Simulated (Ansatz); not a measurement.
The starting structures come from a database of crystals and need not be the phases stable at ambient conditions.

 Where the default PAW files enter, the runs use the earlier of Ansatz's two default sets.

Inside the gap of an insulator the Bloch states are evanescent, with a wavenumber k + iκ along the transport direction.

Here is the system:

```xyz
4
Lattice="3.7649 0.0000 0.0000 -1.8824 3.2605 0.0000 0.0000 0.0000 6.2063" Properties=species:S:1:pos:R:3 pbc="T T T"
Ga     1.8824     1.0868     3.1034
Ga     0.0000     2.1737     0.0003
P      1.8824     1.0868     5.4240
P      0.0000     2.1737     2.3208
```

Space group of this cell: P6_3mc, wurtzite. The cell is strained (all lengths scaled by 0.98); by r2SCAN its mean pressure is 6.2 GPa.

Transport runs along the normal of the first two printed cell vectors, the (001) plane of the conventional cell.

No gap correction and no spin-orbit coupling; mid-gap values are interpolated between computed energies.

Q: Compute, with Ansatz (a quantum-chemistry and plane-wave program) with r2SCAN, the band gap and the smallest decay constant κ at mid-gap.

A: Gap 1.70 eV on a 12×12×6 mesh; κ = 0.134 1/Å, at the zone centre.
